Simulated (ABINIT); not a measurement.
## Do energy and pressure agree? Two volumes of Al (Fm-3m, 1 atom in the cell)

```xyz
1
Lattice="0.0000 2.0311 2.0311 2.0311 0.0000 2.0311 2.0311 2.0311 0.0000" Properties=species:S:1:pos:R:3 pbc="T T T"
Al     0.0000     0.0000     0.0000
```

Computed with PBEsol, norm-conserving pseudopotentials (PseudoDojo nc-sr-04 PBEsol standard) (plane waves; ABINIT).

Settings: pseudos = [Al.upf]; ecut = 1306 eV; ixc = -116133; occopt = 7; tsmear = 0.1 eV; ngkpt = 12 12 12; nshiftk = 1; shiftk = 0 0 0; potentials = PseudoDojo nc-sr-04 PBEsol standard; nband = 7. This cutoff ends a ladder whose last two steps agree within 1 meV/atom.

The second cell is the first with its lattice scaled by 0.98, at the same fractional positions.

The starting cell has typed, rounded lattice constants, without a prior relaxation at this level. Its lattice was rescaled by up to half a per cent.

| cell | volume (Å³/atom) | pressure (GPa) | F less the first cell's (meV/atom) |
|---|---|---|---|
| first | 16.7574 | -2.65 | 0.00 |
| second | 15.7720 | 2.38 | ? |

Task: Estimate the energy of the second cell from the pressures, and the bulk modulus between the two volumes.

Result: With P = −dF/dV, the trapezoid gives ΔF ≈ −(P₁ + P₂)/2 · ΔV = −(-0.135 GPa) · (-0.9854 Å³) = -0.83 meV/atom (1 eV/Å³ = 160.22 GPa). The modulus at fixed fractional positions is B = −ΔP/Δln V = 83 GPa, a mean over the interval. P(V) is curved, so the trapezoid lies high by about |ΔV|³·B·(1 + B′)/(12·V̄²) = 0.78 meV/atom for an assumed B′ = 4, which leaves -1.61 meV/atom. The runs gave -1.58 meV/atom, a miss of 0.03 meV/atom. Cases were kept where this miss is small, so the page shows the method and is no test of it.

Left out of this page: 15 runs of the series outside the window shown, repeating another row's setting, or not comparable.
